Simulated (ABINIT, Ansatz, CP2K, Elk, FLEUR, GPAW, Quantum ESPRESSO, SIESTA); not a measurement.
**SnTe (F-43m, 2 atoms in the cell) computed with different codes at matched settings**

Self-consistent single point, at a second geometry (lattice scaled by 0.98). First geometry:

```yaml
crystal:
  lattice:
    - [0.00000, 3.61115, 3.61115]
    - [3.61115, 0.00000, 3.61115]
    - [3.61115, 3.61115, 0.00000]
  atoms:
    - { symbol: Sn, position: [0.00000, 0.00000, 0.00000] }
    - { symbol: Te, position: [0.75000, 0.75000, 0.75000] }
```

Shared settings, as Ansatz (an electronic-structure program) writes them: kpoints.mp_grid.grid = 7 7 7; scf.occupations.method = fermi_dirac; scf.occupations.width = 0.1 eV. Potentials and cutoffs stand in the table.

| code | model | ΔF from the first geometry (meV/atom) | pressure (GPa) | cutoff |
|---|---|---|---|---|
| ABINIT | PBEsol, norm-conserving pseudopotentials (PseudoDojo nc-sr-04 PBEsol standard) | -13.4 | -0.03 | 41 Ha |
| SIESTA | GGA PBEsol, numerical atomic orbitals DZP, PseudoDojo PBEsol standard norm-conserving potentials (rewritten from UPF to PSML) | -20.1 | -0.10 | grid 400 Ry |
| Quantum ESPRESSO | PBEsol, PseudoDojo standard norm-conserving (PBESOL) pseudopotentials | -13.4 | -0.03 | 85 Ry |
| CP2K | PBEsol, GPW, DZVP-MOLOPT-SR-GTH basis, GTH-PBE potentials (GTH_POTENTIALS) | 5.4 | 1.15 | grid 400 Ry |
| Elk | PBEsol, all-electron FP-LAPW, Elk's shipped species files, LAPW+lo basis | -17.9 | – | rgkmax 7.5 |
| GPAW | PBEsol, GPAW PAW datasets PBEsol (made by gpaw-setup) | -15.1 | -0.18 | 550 eV |
| Ansatz | PBEsol, PAW files made with PBE | -12.9 | -0.01 | default |
| FLEUR | PBEsol, all-electron FLAPW (FLEUR), scalar-relativistic valence | -12.4 | – | Kmax 3.8 1/bohr |

A dash marks a value that a program does not give, or that is left out as unsure.

No clean gap comes from ABINIT, SIESTA, Quantum ESPRESSO, CP2K, Elk and GPAW: levels at the Fermi energy touch, overlap or are partly filled at this smearing.

On Ansatz's run: spin-orbit coupling is off.

The spread over the programs that give each value: ΔF from the first geometry within 25.5 meV/atom; pressure within 1.33 GPa.

SIESTA and CP2K use small atom-centred bases, whose incompleteness enters pressures, forces and empty levels differently from a plane-wave cutoff. Elk and FLEUR treat all electrons, but the usual bases taken here (sphere radii, linearisation, local orbitals, empty states) were not tested for convergence, so the values are no reference for the others. Ansatz's pressure is given at a fixed set of plane waves, as the other plane-wave codes print theirs. In the pressure, CP2K (by 1.18) lies more than 1 GPa from the median of the plane-wave programs.

The starting cell comes from a database of computed structures (which also holds hypothetical and non-ambient phases and stackings), without a prior relaxation at this level. For this run, on top of that: lattice scaled by 0.98.

Keys are those of Ansatz 0.2.
